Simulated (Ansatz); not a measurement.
Functionals compared on H2O on the (0001) surface of wurtzite GaN (2x2 with 3 H on 4 top atoms; a constructed slab, bottom: 3 H on 4 bottom sites), one in a cell of 36 Å², started at the site 'bridge H-H (span 3.2 Å)', in Ansatz (plane waves, PAW). The structure was relaxed with PBE; the other rows are single points on it, each with its references at the same level. Cutoff 420 eV (500 eV for r2SCAN).

Host crystal: wurtzite GaN, with a band gap (PBE, scalar-relativistic without spin-orbit coupling).

Set-up: 49 atoms, 13.8 Å thick at the start with caps and adatoms under the adsorbate (thin: gaps and levels are the slab's own); mesh 4x4x1; 0.01 eV smearing; dipole correction on; 23 atoms held, the rest relaxed; no symmetry held; no spin, no spin-orbit, no U, no dispersion correction. At the end it is bonded to Ga. In PBE it is, or lies within 0.03 eV of, the lowest of the starts that converged. These notes are the PBE run's. Adsorption energies are against H2O(g). A negative adsorption energy means that the adsorbate is more stable on the surface than in its reference.

| functional | adsorption energy (eV) | gap of the slab on its k-mesh (eV) | highest filled level below the top vacuum level (eV) |
|---|---|---|---|
| PBE | -0.97 | 1.99 | 5.69 |
| RPBE | -0.69 | 2.01 | 5.62 |
| r2SCAN | -1.21 | 2.42 | 5.92 |

Ansatz is a quantum-chemistry and plane-wave program.
